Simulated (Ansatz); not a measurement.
The starting structures come from a database of crystals and need not be the phases stable at ambient conditions.

 Where the default PAW files enter, the runs use the earlier of Ansatz's two default sets.

**Evanescent states of Sr$_{3}$SbN (Pm-3m, anti-perovskite, not sure to be the ambient phase, 5 atoms a cell, 28.0 Å³ an atom) along the normal of (111)**

Calculation: r2SCAN (plane waves, PAW; Ansatz, an electronic-structure program).

No gap correction and no spin-orbit coupling; mid-gap values are interpolated between computed energies.

Energies count from the valence-band top; κ is the least over a 6×6 mesh across the current.

| E (eV) | κ (1/Å) | where |
|---|---|---|
| 0.03 | 0.033 | Γ |
| 0.07 | 0.054 | Γ |
| 0.12 | 0.068 | Γ |
| 0.17 | 0.078 | Γ |
| 0.23 | 0.086 | Γ |
| 0.28 | 0.093 | Γ |
| 0.33 | 0.098 | Γ |
| 0.38 | 0.099 | Γ |
| 0.42 | 0.089 | Γ |
| 0.47 | 0.076 | Γ |
| 0.53 | 0.056 | Γ |
| 0.57 | 0.018 | Γ |

Q: How thick must the barrier be to attenuate the transmission by 10^4 when the electrodes' Fermi level lies at 0.17 eV, and what attenuation does that film give at 0.03 eV?

A: d = 4 ln 10 / (2 × 0.078) = 59.0 Å. At 0.03 eV it gives 4 × 0.033/0.078 = 1.7 decades.
